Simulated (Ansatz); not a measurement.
**WC: pressure series**

The parent structure is WC (space group P-6m2, No. 187; a = 2.922 Å, c = 2.847 Å).

Cell and atoms are relaxed at each pressure.

All numbers come from PBE, PAW, 420 eV (Ansatz, a quantum-chemistry and plane-wave program; spin-orbit coupling left out).

| P (GPa) | V (Å³/atom) |
|---|---|
| -1.99 | 10.581 |
| -0.99 | 10.552 |
| 1.79 | 10.476 |
| 4.19 | 10.413 |
| 9.00 | 10.291 |
| 18.00 | 10.082 |
| 30.00 | 9.834 |
| 45.00 | 9.561 |
| 60.00 | 9.322 |

Task: Fit a third-order Birch–Murnaghan equation of state.

Result: Least squares on P(V) = (3B₀/2)[(V₀/V)^(7/3) − (V₀/V)^(5/3)]·[1 + (3/4)(B₀′ − 4)((V₀/V)^(2/3) − 1)] gives V₀ = 10.52 Å³/atom, B₀ = 383 GPa and B₀′ = 4.2.

Load acts through the strain it causes; cell and atoms are relaxed under it. Stability against distortions was not tested. No other phases were tried under pressure. All final runs are without spin polarisation.
